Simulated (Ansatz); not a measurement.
**Pd, response to strain**

Take Pd in the fcc (Cu type) structure (space group Fm-3m, No. 225; a = 3.945 Å; relaxed with 0.1 eV smearing) as the base.

Strains are applied to the cell and any free atomic positions relax.

Method: Kohn–Sham DFT with the PBE functional, run in Ansatz (a first-principles code) with PAW and 420 eV plane waves, no SOC.

Notes on the quantities. energy relative to the base: free energy F.

| case | energy relative to the base | pressure | volume per atom |
|---|---|---|---|
| base | 0 meV/atom | 0.0 GPa | 15.35 Å³ |
| isotropic strain −2.50 % | +50 meV/atom | 15.6 GPa | 14.23 Å³ |
| isotropic strain −2.00 % | +31 meV/atom | 11.9 GPa | 14.45 Å³ |
| isotropic strain −1.50 % | +17 meV/atom | 8.5 GPa | 14.67 Å³ |
| isotropic strain −1.00 % | +7.5 meV/atom | 5.4 GPa | 14.90 Å³ |
| isotropic strain −0.50 % | +1.8 meV/atom | 2.6 GPa | 15.13 Å³ |
| isotropic strain +0.50 % | +1.8 meV/atom | -2.4 GPa | 15.59 Å³ |
| isotropic strain +1.00 % | +6.9 meV/atom | -4.6 GPa | 15.82 Å³ |
| isotropic strain +2.00 % | +26 meV/atom | -8.4 GPa | 16.29 Å³ |
| isotropic strain +2.50 % | +40 meV/atom | -10.0 GPa | 16.54 Å³ |

Stability against distortions was not tested. The final runs are not spin-polarised. Pd lies near a magnetic instability that expansion can trigger; it was not tested.
